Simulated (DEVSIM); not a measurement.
## Schottky contact on n-type CdTe

Structure: Schottky contact on n-type CdTe, at 300 K.

```csv
layer (left to right),material,thickness (μm),Nd (cm⁻³),τn (s),τp (s)
1,CdTe,10.0,1.1e15,2.1e-9,2.1e-9
```

Left contact: Schottky, work function 4.88 eV, emission velocity 1.1e7 cm/s. Right contact: ohmic. Voltage is applied to the left contact. Recombination: SRH at mid-gap, Auger. Mobility is μmin + (μ − μmin)/(1 + (N/Nref)^α).

The device is made up for the run: typed textbook-type constants, with dimensions and the other settings drawn at random. Values at 300 K.

```
parameter        CdTe
-------------  ------
gap (eV)          1.5
affinity (eV)    4.28
permittivity     10.2
Nc (cm⁻³)        8e17
Nv (cm⁻³)      1.8e19
μn (cm²/Vs)      1000
μp (cm²/Vs)        80
μn,min            100
μp,min             10
Nref,n           1e17
Nref,p           1e17
αn                0.6
αp                0.6
Cn (cm⁶/s)      1e-30
Cp (cm⁶/s)      1e-30
```

Model (solved in DEVSIM): 1D drift-diffusion, Boltzmann statistics, complete ionisation; no tunnelling, impact ionisation, image-force lowering or self-heating. Metal contacts follow the ideal Schottky-Mott rule: no Fermi-level pinning, no interface dipoles.

```json
{
  "potential_step_across_the_device_at_zero_bias": "0.430 V",
  "largest_field_in_the_device_at_zero_bias": "13000 V/cm",
  "Dark forward voltage at 1 A/cm²": "0.268 V",
  "Dark forward voltage at 100 A/cm²": "0.993 V"
}
```

Dark reverse current:

| V (V) | J (A/cm²) |
|---|---|
| -0.20 | -6.6e-5 |
| -0.50 | -7.2e-5 |
| -1.00 | -7.8e-5 |
| -1.50 | -8.2e-5 |
| -2.00 | -8.5e-5 |
| -3.00 | -8.9e-5 |
| -4.00 | -9.2e-5 |
| -5.00 | -9.4e-5 |
| -6.50 | -9.6e-5 |
| -8.00 | -9.8e-5 |
| -10.00 | -9.9e-5 |

Small-signal capacitance in reverse bias (quasi-static):

```csv
V (V),C (nF/cm²)
-0.2,11.5
-0.5,9.38
-1,7.53
-1.5,6.47
-2,5.75
-3,4.84
-4,4.25
-5,3.84
-6.5,3.40
-8,3.08
-10,2.77
```
